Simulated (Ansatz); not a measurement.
Results of PBEsol in Ansatz (plane waves, PAW) for Ru (model structure, started from the simple cubic type, Pm-3m, No. 221, 1 atom in the cell).

Settings: plane-wave cutoff 520 eV, 22×22×22 k mesh, Fermi–Dirac smearing 0.05 eV, no spin polarisation, scalar-relativistic PAW data made under PBE.

Cell (relaxed at this level):

```
CELL_PARAMETERS angstrom
      2.48020     0.00000     0.00000
      0.00000     2.48020     0.00000
      0.00000     0.00000     2.48020
ATOMIC_POSITIONS crystal
  Ru 0.00000 0.00000 0.00000
```

Q: What does this level give for the bulk modulus?

A: 
- bulk modulus: 248 GPa

Note: the run has no spin polarisation, so it can have missed a magnetic state; the bulk modulus is −V dP/dV from two relaxed cells at ±2 % in volume; the relaxation could raise the start's symmetry but not lower it, so the cell can be a saddle point.

Static lattice: no zero-point or thermal effects.

A model structure was made by putting elements into a prototype or built by hand; it is no filed structure, need not be a known phase, and can be a saddle point held by its symmetry.

Ansatz is a program for electronic structure.
